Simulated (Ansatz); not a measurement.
## Effect of x(Ge) = 0.2, 6 atoms, R3m on ZrCu5

Start from ZrCu₅ (space group F-43m, No. 216; a = 6.789 Å).

The other end (x = 1) is ZrGe5 (space group F-43m, No. 216; a hypothetical phase, not in the database extracts checked): 18.08 Å³/atom, gap zero; this end may not be an ambient phase.

Now apply this change: Ge replaces 20.0 % of the Cu, ordered in a cell of 6 atoms (starting symmetry R3m) and fully relaxed.

Method: PBEsol (Ansatz, a first-principles code), no spin-orbit coupling. k-mesh 12×12×12 (Γ-centred); smearing 0.05 eV (Fermi–Dirac).

The density drops by 0.246 g/cm³, from 8.68 g/cm³ to 8.44 g/cm³ and the shortest interatomic distance grows by 0.038 Å (2.385 Å → 2.423 Å). The band gap stays zero and the mixing energy is -0.03 eV/atom (to 0.01 eV only: unlike meshes or grids) (against an end that may be hypothetical). The deviation of the volume from the linear (Vegard-type) interpolation is -2.3 %.

Each cell is one ordered arrangement of few atoms, which overstates ordering effects compared with a random alloy. No phonon test of stability was made. The final runs are not spin-polarised. ZrCu4Ge and ZrGe5 have a high density of states at the Fermi level and may be magnetic at this level.
